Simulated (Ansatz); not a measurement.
Defect migration in corundum: O vacancy, neutral cell. The step: a nearby O atom hops onto the vacant site; the atom moves 2.74 Å along (-0.33, -0.36, -0.17) of the unit cell; the moving atom starts with neighbours 2 Al at 1.87, Al at 1.99, Al at 2.01 Å and ends with 2 Al at 1.87, Al at 1.99, Al at 2.00 Å. DFT values are from Ansatz (plane-wave PAW, 420 eV unless said) in a cell of 270 host sites, spin-restricted, static, with no finite-size correction. The charge state is imposed; whether it is stable for some Fermi level was not computed. Forms of the defect that were not tried may lie lower. For the PBE band: the saddle point's order was not checked.

| Level | Forward barrier (eV) |
|---|---|
| PBE, the Γ point alone, band relaxed | 4.08 |
| PBE, a 2×2×2 k-point mesh shifted by half a step along c, same geometries | 4.11 |
| r2SCAN at 500 eV, the Γ point alone, same geometries | 4.54 |
| HSE06, Γ point alone, same geometries | 4.60 |
| HSE06, Γ point alone, ends and band relaxed with HSE06 | ___ |

Some entries are withheld; supply them.


- HSE06, Γ point alone, ends and band relaxed with HSE06, Forward barrier (eV): 4.59

Ansatz is a program for electronic structure.
